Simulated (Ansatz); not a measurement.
Base system: HfO$_{2}$ in the fluorite structure (space group Fm-3m, No. 225).

```xyz
3
Lattice="0.0000 2.5005 2.5005 2.5005 0.0000 2.5005 2.5005 2.5005 0.0000" Properties=species:S:1:pos:R:3 pbc="T T T"
Hf     0.0000     0.0000     0.0000
O      1.2503     1.2503     1.2503
O      3.7508     3.7508     3.7508
```

Cartesian axes are those of the cell as printed.

Computed with LDA, PAW, 420 eV (Ansatz, a quantum-chemistry and plane-wave program; no spin-orbit coupling).

Base values:

```
Property   Result
--------  -------
Band gap  3.66 eV
```

Perturbation: tensile biaxial strain of 1.00 % in the plane normal to [001], as in epitaxy on a mismatched substrate; the out-of-plane cell vector and the atoms relax.

Task: Predict the new out-of-plane strain and band gap.

Result: The out-of-plane strain is -0.38 %; the band gap falls by 0.14 eV, from 3.66 eV to 3.52 eV.

Spin-orbit coupling, missing from the scalar runs, can matter with Hf. Whether these cells are dynamically stable was not tested. This is not the structure that HfO2 has at room temperature and ambient pressure.
